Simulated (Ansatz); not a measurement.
Levels about the gap of amorphous Ti$_{20}$O$_{42}$Zr (63 atoms in a cell of 809 Å³, 3.53 g/cm³; zone centre alone, so wide bands show as single levels with stretches between that a denser mesh fills), at the geometry that PBE relaxed, where it gives 0.0 GPa on a denser mesh. The participation number counts the atoms over which a state spreads; weights are charges in smoothed Voronoi cells. The levels come from a single point, so bond lengths are those of that geometry. Method of the levels: r2SCAN, scalar-relativistic without spin-orbit coupling (Ansatz, an electronic-structure program). Sampling: the zone centre alone; Fermi-Dirac width 0.02 eV; no spin polarisation. At PBE the levels at the filled edge of the gap are localised (band-tail or defect states).

The cell was made by melting and quenching with the CHGNet potential and then relaxed with DFT. O atoms were pushed apart under 1.9 Å during the dynamics, to hinder bonds among them. The hot cell started wider than the set density and was brought back towards it in steps. It is the lowest in DFT energy of 2 quenches. It is a model cell: composition and starting density were chosen by hand, and all elements were melted together. No dispersion term was used. Its density started from a set value of 3.69 and ended at 3.53 g/cm³. Cooling (nominally 360 K/ps over its main leg) ran many orders faster than in experiment, which tends to leave more defects and strain. A cell of this size samples the disorder only roughly. Volume and shape were free in the relaxation.

| E - E(highest filled), eV | filling | participation number | largest on | weight O | weight Ti | weight Zr |
|---|---|---|---|---|---|---|
| -0.39 | filled | 31.4 | O, 2 neighbours | 0.92 | 0.08 | 0.00 |
| -0.33 | filled | 20.9 | O, 3 neighbours | 0.92 | 0.07 | 0.00 |
| -0.27 | filled | 21.3 | O, 2 neighbours | 0.92 | 0.08 | 0.00 |
| -0.24 | filled | 18.8 | O, 3 neighbours | 0.94 | 0.06 | 0.00 |
| -0.16 | filled | 20.7 | O, 2 neighbours | 0.93 | 0.06 | 0.00 |
| -0.08 | filled | 10.3 | O, 2 neighbours | 0.92 | 0.08 | 0.00 |
| 0.00 | filled | 11.0 | O, 3 neighbours | 0.93 | 0.07 | 0.00 |
| 3.15 | empty | 14.1 | Ti, 6 neighbours | 0.18 | 0.81 | 0.00 |
| 3.22 | empty | 10.8 | Ti, 6 neighbours | 0.18 | 0.82 | 0.00 |
| 3.23 | empty | 12.3 | Ti, 6 neighbours | 0.17 | 0.83 | 0.00 |
| 3.26 | empty | 15.2 | Ti, 6 neighbours | 0.20 | 0.80 | 0.00 |
| 3.30 | empty | 11.2 | Ti, 6 neighbours | 0.20 | 0.79 | 0.01 |
| 3.33 | empty | 14.5 | Ti, 6 neighbours | 0.17 | 0.83 | 0.00 |
| 3.37 | empty | 16.9 | Ti, 5 neighbours | 0.19 | 0.81 | 0.00 |

Most localised among these is the filled level at -0.08 eV, on a O atom, which has 2 neighbours (Ti 1.78 Å, Ti 1.90 Å).
